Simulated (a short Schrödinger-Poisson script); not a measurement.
Structure: MOS inversion layer, SiO2 on p-type InP, at 400 K.

| layer | material | thickness (nm) | Na (cm⁻³) |
|---|---|---|---|
| 1 | SiO2 | 2.3 | - |
| 2 | InP | 870 | 3e17 |

The device is made up for the run: typed textbook-type constants, with dimensions and the other settings drawn at random. SiO2: permittivity 3.9, conduction-band edge (eV) 3.48, gap (eV) 9, electron mass (mₑ) 0.5. InP: permittivity 12.5, conduction-band edge (eV) 0, gap (eV) 1.344, Nv at 300 K (cm⁻³) 1.1e19.

Channel valleys (confinement mass, in-plane density-of-states mass, number): Γ 0.08, 0.08, 1. At the gate the conduction-band edge of layer 1 lies 3.69 eV − eVg above the Fermi level of the channel; the field vanishes at the back. Gaps are held at their typed values at every temperature. Mesh 0.03 nm at interfaces.

Solved with a short Schrödinger-Poisson script written for these runs: 1D Poisson equation in equilibrium, electrons quantum, Hartree (BenDaniel-Duke, 12 states a valley, the channel's in-plane mass for all, wave functions ending at the dielectric), parabolic valleys, classical holes, full ionisation, no traps, pinning or gate leakage.

The same stack at other levels of the model or other numerical settings:

| run | sheet density of all electrons at Vg = 1.9 V (cm⁻²) | sheet density of all electrons at Vg = 0.7 V (cm⁻²) | capacitance at Vg = 1.9 V (μF/cm²) | centroid of the channel electrons at Vg = 1.9 V (nm) | rough cost against the base |
|---|---|---|---|---|---|
| base | 7.39e12 | 5.00e11 | 1.01 | 3.22 | about 1 |
| electrons treated as classical, Boltzmann | 1.15e13 | 1.35e12 | 1.43 | 0.54 | 0.06 |
| electrons treated as classical, Fermi-Dirac | 8.51e12 | 9.90e11 | 1.08 | 2.06 | 0.3 |
| electrons treated as quantum, Hartree plus LDA exchange-correlation | 7.58e12 | 5.57e11 | 1.02 | 3.16 | 1 |
| mesh six times as coarse | 7.39e12 | 5.00e11 | 1.01 | 3.22 | 0.2 |
| one subband a valley | 7.23e12 | 4.95e11 | 0.974 | 2.92 | 0.6 |

The classical rows ignore confinement, and Boltzmann statistics overrate the density once the band edge passes the Fermi level.

Above a few 1e12 electrons/cm² a light Γ valley is non-parabolic and upper valleys begin to fill, which the model leaves out.
